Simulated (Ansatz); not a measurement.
MoTe2: transverse stress against strain

MoTe2 (2H layered, P6_3/mmc, 22.688 Å³/atom and stress up to 0.01 GPa in the relaxed cell, c along z) under a strain ε along a direction in the basal plane (axis x), the other axes held. PBEsol-D3(BJ) in Ansatz, a plane-wave DFT program (PAW, default set), 420 eV, 11×11×3 Γ-centred mesh, Fermi-Dirac smearing 0.05 eV; ions are relaxed, or left where forces stay under 0.02 eV/Å, within the symmetry of each cell. Against the start cell, which lies near the measured one, the relaxed cell differs by -9.1 % in volume and -4.5 % in c; the values below rest on it. Stress is positive for a compressed cell.

Here s stands for strain and y for stress zz.

```csv
strain (%),stress zz (GPa)
-1.20,0.32
-0.60,0.16
0.00,0.01
0.60,-0.15
1.20,-0.29
3.00,?
```

Fit y of the 5 rows that show it with a straight line. Means: s 0, y 0.010. About the means, the sum of products is -0.91800 and the sum of squares of s is 3.6000; the slope is their ratio. Least squares gives y = 0.010 - 0.2550·s. Residuals (row less fit): 0.004, -0.003, 0.000, -0.007, 0.006; standard error 0.006 (degrees of freedom: 3). The slope gives the elastic constant C13 = 25.5 ± 0.3 GPa (± standard error of the fit, which holds the terms cut off).

Question: Estimate the missing y (s = 3.00); what did the run itself give?

Answer: y = 0.010 - 0.2550 × 3.0 = -0.755 GPa. The calculation gives -0.68 GPa, 0.075 GPa above the prediction (7.5 % of the range of y in the table). The row lies outside the fitted rows, so this is an extrapolation. From the scatter of the fitted rows alone, a prediction at this place has a standard error of 0.012 GPa, so the miss is 6.2 times that.

A polynomial of degree 2 through the 10 other runs of the series gives -0.69 there, so most of the miss is curvature that the fit leaves out. Spin-orbit coupling is left out, which can shift these values for the heavy elements here. Rows are the converged runs of the series near zero and its far end; series whose fitted rows scatter by over a few per cent of the range, as at a crossing or softening among them, aren't shown in this form, nor equations of state whose B0' disagrees with the runs' pressures. Most that stay on the fit to the last digits aren't either.
